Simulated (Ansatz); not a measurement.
Several settings converged on BaLiF₃ (Pm-3m, 5 atoms in the cell)

```xyz
5
Lattice="3.9766 0.0000 0.0000 0.0000 3.9766 0.0000 0.0000 0.0000 3.9766" Properties=species:S:1:pos:R:3 pbc="T T T"
Ba     0.0000     0.0000     0.0000
Li     1.9883     1.9883     1.9883
F      0.0000     1.9883     1.9883
F      1.9883     0.0000     1.9883
F      1.9883     1.9883     0.0000
```

Base method: LDA (PW92), default PAW files made with PBE (plane waves; Ansatz, a program for electronic structure).

Base settings: basis.ecutwfc = 420 eV; kpoints.mp_grid.grid = 6 6 6; hamiltonian.xc = lda; hamiltonian.pseudopotentials = {kind: paw} (the program's default PAW files); scf.occupations.method = fixed.

Core times come from one kind of shared machine, to one figure; runs under 30 s give none.

**Zone-centre phonons against the cutoff**

In this ladder: phonons.method = dfpt; phonons.dielectric = true; phonons.rigid_motions = translations.

The mesh stays at the base's, so the ladder's end is converged at best in this setting alone.

Frequencies are those of the unrelaxed cell, without the LO-TO term of polar crystals.

Only quantities that move along the ladder and can be compared are tabulated.

ε∞ and Born charges come from denser meshes that the program picks itself.

| basis.ecutwfc | highest zone-centre frequency (cm⁻¹) | lowest optical frequency (cm⁻¹) | largest Born charge (mean of the diagonal) (e) | mean ε∞ | core time / last (rough) |
|---|---|---|---|---|---|
| 210 eV | 438.1 | 80.6 | 2.567 | 2.647 | – |
| 250 eV | 354.7 | 168.6 | 2.747 | 2.656 | 0.3 |
| 295 eV | 333.6 | 72.2 | 2.763 | 2.659 | 0.3 |
| 355 eV | 354.1 | 111.8 | 2.752 | 2.665 | 0.5 |
| 420 eV | 354.3 | 110.1 | 2.753 | 2.667 | 0.6 |
| 505 eV | 354.5 | 110.2 | 2.753 | 2.668 | 0.5 |
| 630 eV | 354.6 | 110.2 | 2.753 | 2.668 | 1 |

Coarsest basis.ecutwfc that holds the largest Born charge (mean of the diagonal) within 0.05 e of the last step, with all finer ones: 250 eV, at about 0.3 of the last step's time; the step before is off by 0.19 e.

Coarsest basis.ecutwfc that holds the highest zone-centre frequency within 2 cm⁻¹ of the last step, with all finer ones: 355 eV; the step before is off by 21 cm⁻¹.

Coarsest basis.ecutwfc that holds the mean ε∞ within 0.01 of the last step, with all finer ones: 295 eV, at about 0.3 of the last step's time; the step before is off by 0.012.

**Zone-centre phonons against the SCF threshold**

In this ladder: phonons.method = dfpt; phonons.dielectric = true; phonons.rigid_motions = translations.

The mesh stays at the base's, so the ladder's end is converged at best in this setting alone.

Only quantities that move along the ladder and can be compared are tabulated.

ε∞ and Born charges come from denser meshes that the program picks itself.

| scf.convergence.dr2_threshold | largest Born charge (mean of the diagonal) (e) | core time / last (rough) |
|---|---|---|
| 0.001 eV | 2.801 | 0.8 |
| 1e-05 eV | 2.753 | 1 |
| 1e-07 eV | 2.753 | 0.9 |
| 1e-09 eV | 2.753 | 1 |
| 1e-11 eV | 2.753 | 1 |

Coarsest scf.convergence.dr2_threshold that holds the largest Born charge (mean of the diagonal) within 0.005 e of the last step, with all finer ones: 1e-05 eV; the step before is off by 0.049 e.

**The dielectric constant against shifted meshes**

In this ladder: kpoints.mp_grid.shift = 0.5 0.5 0.5; dielectric = true; dielectric.field_mesh = kpoints.

Only quantities that move along the ladder and can be compared are tabulated.

```csv
kpoints.mp_grid.grid,mean ε∞,core time / last (rough)
2 2 2,2.593,–
3 3 3,2.659,–
4 4 4,2.666,–
5 5 5,2.667,–
7 7 7,2.667,–
8 8 8,2.667,–
10 10 10,2.667,0.4
12 12 12,2.667,0.4
15 15 15,2.667,1
```

Coarsest kpoints.mp_grid.grid that holds the mean ε∞ within 0.05 of the last step, with all finer ones: 3 3 3; the step before is off by 0.074.

On the base run: the starting cell comes from a database of computed structures (which also holds hypothetical and non-ambient phases and stackings), without a prior relaxation at this level. Its lattice was rescaled by up to half a per cent. In the base run, with a pressure of about -5 GPa the cell is away from its equilibrium volume at this level.

Keys are those of Ansatz 0.2.
